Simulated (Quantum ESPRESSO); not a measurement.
A self-consistent single point of La₄Sb₂Pb (I-42d, 14 atoms in the cell) with Quantum ESPRESSO.

Method of the run: LDA (PZ), GBRV 1.5 ultrasoft (LDA) pseudopotentials (plane waves; Quantum ESPRESSO).

```xyz
14
Lattice="4.8935 -4.8935 4.8944 4.8935 4.8935 4.8944 -4.8935 -4.8935 4.8944" Properties=species:S:1:pos:R:3 pbc="T T T"
La     0.6734     3.1548     5.4455
La    -1.7388     4.2201    -0.5511
La    -5.5670     1.7388     0.5511
La    -3.1548     0.6734     4.3433
La    -5.5670     3.1548    -2.9983
La    -3.1548     4.2201     2.9983
La     0.6734     1.7388     1.8961
La    -1.7388     0.6734     7.8927
Sb    -7.3403    -1.2234     1.2236
Sb    -1.2234     7.3403    -1.2236
Sb    -2.4468     1.2234     1.2236
Sb    -3.6702    -2.4468     3.6708
Pb     0.0000     4.8935     2.4472
Pb     0.0000     0.0000     4.8944
```

Reference input (self-consistent single point, DFT, LDA (PZ), plane waves, GBRV 1.5 ultrasoft (LDA) pseudopotentials): ecutwfc = 40 Ry; ecutrho = 200 Ry; occupations = smearing; smearing = fermi-dirac; degauss = 0.0073499 Ry; potentials = {La: la_lda_v1.uspp.F.UPF, Sb: sb_lda_v1.4.uspp.F.UPF, Pb: pb_lda_v1.uspp.F.UPF}; K_POINTS = automatic 3 3 3 0 0 0; conv_thr = 1e-10 Ry; mixing_beta = 0.4. This run's input differs from it in these lines:

```diff
@@ -13,4 +13,4 @@
  ntyp = 3
- ecutwfc = 40
- ecutrho = 200
+ ecutwfc = 36
+ ecutrho = 180
  occupations = 'smearing'
```

Output (repeated stretches shortened):

```
     Self-consistent Calculation

     iteration #  1     ecut=    36.00 Ry     beta= 0.40

     negative rho (up, down):  6.426E-01 0.000E+00

     total energy              =   -1884.25223124 Ry
     estimated scf accuracy    <       2.74895481 Ry

     iteration #  2     ecut=    36.00 Ry     beta= 0.40

     negative rho (up, down):  6.208E-01 0.000E+00

     total energy              =   -1884.90967445 Ry
     estimated scf accuracy    <       0.99544863 Ry

     iteration #  3     ecut=    36.00 Ry     beta= 0.40

     negative rho (up, down):  5.864E-01 0.000E+00

     total energy              =   -1885.00097878 Ry
     estimated scf accuracy    <       0.08390245 Ry

   [... 11 blocks of this kind left out ...]

     iteration # 15     ecut=    36.00 Ry     beta= 0.40

     negative rho (up, down):  5.373E-01 0.000E+00

     total energy              =   -1885.03582835 Ry
     estimated scf accuracy    <          1.1E-10 Ry

     iteration # 16     ecut=    36.00 Ry     beta= 0.40

     negative rho (up, down):  5.373E-01 0.000E+00
     End of self-consistent calculation

     the Fermi energy is    10.9266 ev

!    total energy              =   -1885.03582835 Ry
     estimated scf accuracy    <          2.9E-12 Ry
     smearing contrib. (-TS)   =      -0.03426523 Ry
     internal energy E=F+TS    =   -1885.00156312 Ry

     convergence has been achieved in  16 iterations

     negative rho (up, down):  5.373E-01 0.000E+00

     Forces acting on atoms (cartesian axes, Ry/au):

     atom    1 type  1   force =    -0.00019848   -0.00075283    0.00087859
     atom    2 type  1   force =    -0.00075283    0.00019848   -0.00087859
     atom    3 type  1   force =     0.00019848    0.00075283    0.00087859
     atom    4 type  1   force =     0.00075283   -0.00019848   -0.00087859
     atom    5 type  1   force =     0.00019848   -0.00075283   -0.00087859
   [... lines left out ...]
     Total force =     0.003341     Total SCF correction =     0.000001
   [... lines left out ...]

     negative rho (up, down):  5.373E-01 0.000E+00
          total   stress  (Ry/bohr**3)                   (kbar)     P=      -40.27
  -0.00027753  -0.00000000  -0.00000000          -40.83       -0.00       -0.00
  -0.00000000  -0.00027753   0.00000000           -0.00      -40.83        0.00
  -0.00000000   0.00000000  -0.00026620           -0.00        0.00      -39.16

   JOB DONE.
```

The run converged in 16 iterations. Against the reference run the free energy rises by 2.6 meV/atom, the pressure goes from -3.76 to -4.03 GPa and the largest force stays at 0.030 eV/Å. The full log also holds: “c_bands:  4 eigenvalues not converged”.

The starting cell comes from a database of computed structures (which also holds hypothetical and non-ambient phases and stackings), without a prior relaxation at this level. Spin-orbit coupling is off.

Cost on one core of a shared machine: roughly 8 min.
